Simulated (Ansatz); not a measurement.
## CsPbBr3: pressure −1 GPa

The parent structure is CsPbBr3 in the cubic perovskite structure (space group Pm-3m, No. 221; a = 5.8721 Å).

The change: a negative pressure, −1 GPa.

Method: PBEsol (Ansatz, a program for electronic structure), spin-orbit coupling left out, earlier PAW set. Settings: 6×6×6 k-points, 0.05 eV Fermi–Dirac smearing.

| quantity | base | changed | shift |
|---|---|---|---|
| density | 4.76 g/cm³ | 4.51 g/cm³ | -0.244 g/cm³ |
| lattice parameter a | 5.872 Å | 5.976 Å | +0.104 Å |
| shortest interatomic distance | 2.936 Å | 2.988 Å | +0.052 Å |
| enthalpy H = E + PV relative to the base's energy | – | -0.26 eV/atom | – |
| band gap | 1.44 eV | 1.64 eV | +0.20 eV |
| gap character | direct at R | direct at R | – |
| mean gap deformation potential ΔEg/Δln V | – | +3.9 eV | – |
| electron mass (degenerate bands, along [100]) | 0.077, 0.74, 0.74 mₑ (at R) | 0.086, 0.80, 0.80 mₑ (at R) | – |
| hole mass | 0.13 mₑ (at R) | 0.16 mₑ (at R) | – |

Final structure:

```xyz
5
Lattice="5.9760 0.0000 0.0000 0.0000 5.9760 0.0000 0.0000 0.0000 5.9760" Properties=species:S:1:pos:R:3 pbc="T T T"
Cs     0.0000     0.0000     0.0000
Pb     2.9880     2.9880     2.9880
Br     0.0000     2.9880     2.9880
Br     2.9880     2.9880     0.0000
Br     2.9880     0.0000     2.9880
```

Cost of the whole job for the changed cell (relaxation, final SCF and bands): roughly 60 core-seconds.

With Pb present, leaving out spin-orbit coupling can change the band edges. Load acts through the strain it causes; cell and atoms are relaxed under it. Masses are band curvatures over ±0.01 Å⁻¹ around the edge. Stability against distortions was not tested. Many cubic perovskites are stable only at high temperature; tilts and polar distortions were not tested. This is not the structure that CsPbBr3 has at room temperature and ambient pressure.
